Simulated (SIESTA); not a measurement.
# Worked example: self-consistent single point of K2TeCl6 (Fm-3m, 9 atoms in the cell) in SIESTA

Computed with GGA PBEsol, numerical atomic orbitals TZP, PseudoDojo PBEsol standard norm-conserving potentials (rewritten from UPF to PSML) in SIESTA.

Input:

```
# files in the folder: K.psml Te.psml Cl.psml (PseudoDojo PBEsol standard)
SystemName  K2TeCl6
SystemLabel K2TeCl6

NumberOfAtoms                9
NumberOfSpecies              3
%block ChemicalSpeciesLabel
  1 19 K
  2 52 Te
  3 17 Cl
%endblock ChemicalSpeciesLabel
LatticeConstant              1.0 Bohr
%block LatticeVectors
     0.000000000    9.710015651    9.710015651
     9.710015651    0.000000000    9.710015651
     9.710015651    9.710015651    0.000000000
%endblock LatticeVectors
AtomicCoordinatesFormat      Fractional
%block AtomicCoordinatesAndAtomicSpecies
     0.750000000    0.750000000    0.750000000  1
     0.250000000    0.250000000    0.250000000  1
     0.000000000    0.000000000    0.000000000  2
     0.250520000    0.250520000    0.749480000  3
     0.749480000    0.749480000    0.250520000  3
     0.749480000    0.250520000    0.250520000  3
     0.250520000    0.749480000    0.749480000  3
     0.250520000    0.749480000    0.250520000  3
     0.749480000    0.250520000    0.749480000  3
%endblock AtomicCoordinatesAndAtomicSpecies

XC.functional                GGA
XC.authors                   PBEsol
PAO.BasisSize                TZP
PAO.EnergyShift              0.005 Ry
MeshCutoff                   300 Ry
%block kgrid.MonkhorstPack
    6   0   0  0.0
    0   6   0  0.0
    0   0   6  0.0
%endblock kgrid.MonkhorstPack
OccupationFunction           FD
ElectronicTemperature        10 K

MaxSCFIterations             150
SCF.Mixer.Method             Pulay
SCF.Mixer.Weight             0.25
SCF.Mixer.History            6
SCF.DM.Tolerance             1.0E-04
Diag.ParallelOverK           true
WriteForces                  true
Charge.Mulliken              end
```

The program printed (abridged):

```
reinit: Reading from file input.fdf

reinit: System Name: K2TeCl6
reinit: System Label: K2TeCl6

coor:   Atomic-coordinates input format  =     Fractional

siesta: Atomic coordinates (Bohr) and species
siesta:     14.56502  14.56502  14.56502  1        1
siesta:      4.85501   4.85501   4.85501  1        2
siesta:      0.00000   0.00000   0.00000  2        3
siesta:      9.71002   9.71002   4.86511  3        4
siesta:      9.71002   9.71002  14.55493  3        5
siesta:      4.86511   9.71002   9.71002  3        6
siesta:     14.55493   9.71002   9.71002  3        7
siesta:      9.71002   4.86511   9.71002  3        8
siesta:      9.71002  14.55493   9.71002  3        9

siesta: System type = bulk

initatomlists: Number of atoms, orbitals, and projectors:      9   144   177

siesta: ******************** Simulation parameters ****************************
redata: Spin configuration                          = none
redata: Time-Reversal Symmetry                      = T
redata: Number of Atomic Species                    =        3
redata: Mesh Cutoff                                 =   300.0000 Ry
redata: Net charge of the system                    =     0.0000 |e|
redata: Min. number of SCF Iter                     =        0
redata: Max. number of SCF Iter                     =      150
redata: SCF convergence failure will abort job
redata: SCF mix quantity                            = Hamiltonian
redata: Mix DM or H after convergence               =   F
redata: Recompute H after scf cycle                 =   F
redata: Mix DM in first SCF step                    =   T
redata: No kicks to SCF
redata: DM Mixing Weight for Kicks                  =     0.5000
redata: Require Harris convergence for SCF          =   F
redata: Harris energy tolerance for SCF             =     0.000100 eV
redata: Require DM convergence for SCF              =   T
redata: DM tolerance for SCF                        =     0.000100
   [... lines left out ...]
diag: Parallel distribution                         =     1 x     1
diag: Used triangular part                          = Lower
diag: Absolute tolerance                            =  0.100E-15
diag: Orthogonalization factor                      =  0.100E-05
diag: Memory factor                                 =  1.0000

superc: Internal auxiliary supercell:     5 x     5 x     5  =     125
superc: Number of atoms, orbitals, and projectors:   1125  18000  22125

                        Single-point calculation

superc: Internal auxiliary supercell:     5 x     5 x     5  =     125
superc: Number of atoms, orbitals, and projectors:   1125  18000  22125

outcell: Unit cell vectors (Ang):
        0.000000    5.138319    5.138319
        5.138319    0.000000    5.138319
        5.138319    5.138319    0.000000

outcell: Cell vector modules (Ang)   :    7.266680    7.266680    7.266680
outcell: Cell angles (23,13,12) (deg):     60.0000     60.0000     60.0000
outcell: Cell volume (Ang**3)        :    271.3271
new_DM -- step:     1
Initializing Density Matrix...

Attempting to read DM from file... Failed...
DM filled with atomic data:

InitMesh: MESH = 64 x 64 x 64 = 262144
InitMesh: Mesh cutoff (required, used) =   300.000   321.574 Ry

stepf: Fermi-Dirac step function
        iscf     Eharris(eV)        E_KS(eV)     FreeEng(eV)     dDmax    Ef(eV) dHmax(eV)
   scf:    1    -7146.125014    -7153.077429    -7153.077429  1.039953 -3.828550 11.932200
   scf:    2    -7159.357346    -7157.227835    -7157.227835  0.117359 -4.874370  3.508205
   scf:    3    -7157.691068    -7157.516228    -7157.516228  0.045581 -4.449748  0.934481
   scf:    4    -7157.607318    -7157.571514    -7157.571514  0.032687 -4.888914  0.211171
   scf:    5    -7157.575636    -7157.574529    -7157.574529  0.010794 -5.038934  0.145555
   scf:    6    -7157.574877    -7157.575208    -7157.575208  0.003132 -4.982391  0.059929
   scf:    7    -7157.574933    -7157.575094    -7157.575094  0.001716 -4.974271  0.095053
   scf:    8    -7157.575529    -7157.575402    -7157.575402  0.001182 -4.997407  0.008652
   scf:    9    -7157.575406    -7157.575405    -7157.575405  0.000155 -4.999664  0.000298
   scf:   10    -7157.575405    -7157.575405    -7157.575405  0.000020 -4.999631  0.000204
SCF Convergence by DM+H criterion
max |DM_out - DM_in|         :     0.0000197767
max |H_out - H_in|      (eV) :     0.0002036306
SCF cycle converged after 10 iterations

Using DM_out to compute the final energy and forces

siesta: E_KS(eV) =            -7157.5754

siesta: E_KS - E_eggbox =     -7157.5754

siesta: Atomic forces (eV/Ang):
     1    0.000001    0.000001    0.000001
     2   -0.000001   -0.000001   -0.000001
     3   -0.000000   -0.000000   -0.000000
     4    0.000012    0.000012    0.052803
     5   -0.000012   -0.000012   -0.052803
     6    0.052803    0.000012    0.000012
     7   -0.052803   -0.000012   -0.000012
     8    0.000012    0.052803    0.000012
     9   -0.000012   -0.052803   -0.000012
   Tot   -0.000000   -0.000000   -0.000000
   Max    0.052803
   Res    0.024892    sqrt( Sum f_i^2 / 3N )
   Max    0.052803    constrained

Stress tensor Voigt[x,y,z,yz,xz,xy] (kbar):        8.19        8.19        8.19       -0.11       -0.11       -0.11
(Free)E + p*V (eV/cell)    -7158.9625
Target enthalpy (eV/cell)    -7157.5754

siesta: Program's energy decomposition (eV):
siesta: Ebs     =     -1390.095585
siesta: Eions   =     11004.310340
siesta: Ena     =      2736.145353
siesta: Ekin    =      3012.605216
siesta: Enl     =      -209.141923
siesta: Eso     =         0.000000
siesta: Edftu   =         0.000000
siesta: DEna    =        34.898480
siesta: DUscf   =         1.738830
siesta: DUext   =         0.000000
siesta: Ex      =     -1600.855597
siesta: Ec      =      -128.655424
siesta: Exc     =     -1729.511021
siesta: Eharris =     -7157.575405
siesta: Etot    =     -7157.575405
siesta: FreeEng =     -7157.575405

siesta: Atomic forces (eV/Ang):
siesta:      1    0.000001    0.000001    0.000001
siesta:      2   -0.000001   -0.000001   -0.000001
siesta:      3   -0.000000   -0.000000   -0.000000
siesta:      4    0.000012    0.000012    0.052803
siesta:      5   -0.000012   -0.000012   -0.052803
siesta:      6    0.052803    0.000012    0.000012
siesta:      7   -0.052803   -0.000012   -0.000012
siesta:      8    0.000012    0.052803    0.000012
   [... lines left out ...]
siesta: Cell volume =        271.327107 Ang**3
siesta:          -8.19083160         -6.59206908  kBar
   [... lines left out ...]
             -0.160   0.246   0.306   0.246   0.001   0.008   0.019   0.008

              0.003
   5  7.092   1.673  -0.053   0.236   1.744   1.391   1.744  -0.160  -0.158
             -0.160   0.246   0.306   0.246   0.001   0.008   0.019   0.008

              0.003
   6  7.092   1.673  -0.053   0.236   1.744   1.744   1.391  -0.160  -0.160
             -0.158   0.246   0.246   0.306   0.008   0.001   0.007   0.008

              0.015
   7  7.092   1.673  -0.053   0.236   1.744   1.744   1.391  -0.160  -0.160
             -0.158   0.246   0.246   0.306   0.008   0.001   0.007   0.008

              0.015
   8  7.092   1.673  -0.053   0.236   1.391   1.744   1.744  -0.158  -0.160
             -0.160   0.306   0.246   0.246   0.008   0.008   0.007   0.001

              0.015
   9  7.092   1.673  -0.053   0.236   1.391   1.744   1.744  -0.158  -0.160
             -0.160   0.306   0.246   0.246   0.008   0.008   0.007   0.001

              0.015

mulliken: Qtot =       76.000

Mulliken Atomic Populations:
Atom #   charge [q] valence [e]  Species
     1     0.144640    8.855360  K
     2     0.144640    8.855360  K
     3     0.265043   15.734957  Te
     4    -0.092387    7.092387  Cl
     5    -0.092387    7.092387  Cl
     6    -0.092387    7.092387  Cl
     7    -0.092387    7.092387  Cl
     8    -0.092387    7.092387  Cl
     9    -0.092387    7.092387  Cl
 Total    -0.000000
```

The run converged in 10 iterations.

The starting cell comes from a database of computed structures (which also holds hypothetical and non-ambient phases and stackings), without a prior relaxation at this level. Its lattice was rescaled by a random factor within 2.5 % of one. Values carry the incompleteness of an atom-centred basis.

Cost on one core of a shared machine: roughly 50 s.
